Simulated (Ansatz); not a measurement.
The Bader charge of O in a series of structures.

Cell A: a slab of Ru (hcp, P6₃/mmc) cut along (0001), 22 atoms, hexagonal cell of 5.44 Å (25.7 Å²), symmetry P3m1 within 0.02 Å, 11.6 Å thick under 16 Å of vacuum, in-plane vectors held at the crystal's; planes from bottom to top: Ru4 × 5 | C | O, its two faces unlike (dipole correction applied); added, foreign or displaced atoms, above the top plane: CO bound through C to 1 Ru at 1.89 Å; spin state with PBE: run without spin, k-point mesh 10×10×1.
```xyz
22
Lattice="5.4436 0.0000 0.0000 2.7218 4.7143 0.0000 0.0000 0.0000 27.8387" Properties=species:S:1:pos:R:3 pbc="T T T"
Ru     0.0074     0.0043     8.0915
Ru     2.7144     0.0043     8.0915
Ru     1.3609     2.3486     8.0915
Ru     4.0827     2.3571     8.0932
Ru     5.4417     1.5725    10.1530
Ru     2.7236     1.5725    10.1530
Ru     6.8045     3.9286    10.1758
Ru     4.0827     3.9264    10.1530
Ru     0.0033     0.0019    12.3148
Ru     2.7185     0.0019    12.3148
Ru     1.3609     2.3534    12.3148
Ru     4.0827     2.3571    12.3363
Ru     5.4523     1.5664    14.4782
Ru     2.7131     1.5664    14.4782
Ru     6.8045     3.9286    14.4720
Ru     4.0827     3.9386    14.4782
Ru     0.0027     0.0015    16.5375
Ru     2.7191     0.0015    16.5375
Ru     1.3609     2.3541    16.5375
Ru     4.0827     2.3571    16.6889
C      4.0827     2.3571    18.5795
O      4.0827     2.3571    19.7387
```

Cell B: a slab of Ru (hcp, P6₃/mmc) cut along (0001), 22 atoms, hexagonal cell of 5.44 Å (25.7 Å²), symmetry Cm within 0.02 Å, 9.7 Å thick under 16 Å of vacuum, in-plane vectors held at the crystal's; planes from bottom to top: Ru4 × 5 | CO, its two faces unlike (dipole correction applied); added, foreign or displaced atoms, above the top plane: C bound to 3 Ru at 1.85–1.98 Å; O bound to 3 Ru at 1.96–2.03 Å; spin state with PBE: run without spin, k-point mesh 10×10×1.
```
Ru20CO
1.0
    5.44359     0.00000     0.00000
    2.72180     4.71429     0.00000
    0.00000     0.00000    26.07988
Ru C O
20 1 1
Direct
  0.99583   0.00835   0.31073
  0.49652   0.00696   0.31040
  0.99712   0.50570   0.31040
  0.49717   0.50570   0.31040
  0.82962   0.34075   0.38941
  0.32960   0.34080   0.38987
  0.82948   0.84167   0.38995
  0.32885   0.84167   0.38995
  0.99592   0.00815   0.47302
  0.49563   0.00873   0.47270
  0.99687   0.50709   0.47164
  0.49604   0.50709   0.47164
  0.82721   0.34558   0.55347
  0.32829   0.34341   0.55564
  0.83341   0.83476   0.55407
  0.33183   0.83476   0.55407
  0.00697   0.98605   0.63743
  0.50385   0.99230   0.63556
  0.03430   0.44936   0.64194
  0.51634   0.44936   0.64194
  0.16153   0.67694   0.68087
  0.66759   0.66482   0.68206
```

All numbers come from Ansatz (a first-principles code), plane waves with PAW, its PAW set soft_1, cutoff 420 eV, 500 eV for r2SCAN. The structures are at rest with PBE, within the held lattices; other levels are single points on them. Neutral cells; Fermi-Dirac smearing of at most 0.10 eV in the solids, energies taken to zero width. The lattices are those relaxed with PBE, so at other levels the solids can be strained, which adds to the spread. Larger cells are relaxed from a start prepared with the learned potential CHGNet till forces fall under 0.03 eV/Å, which some starts already meet. No structure search was made; lower ones may exist. The d electrons get no Hubbard U. No correction for cell size. A dispersion term ran beside these levels; it doesn't touch the electrons. Electrons of density maxima off the nuclei are shared among the atoms. Mean over the atoms, with the range where they differ; positive means electrons lost.

Problem. Give the Bader charge of O (e) at the level PBE, cell by cell.

Solution. 
```
system    PBE
------  -----
A       -1.10
B       -0.84
```

With PBE the value of B exceeds that of A by 0.26 e.

Problem. Does the picture change with the functional?

Solution. 
| cell | r2SCAN |
|---|---|
| A | -1.16 |
| B | -0.88 |

With r2SCAN the value of B exceeds that of A by 0.28 e.
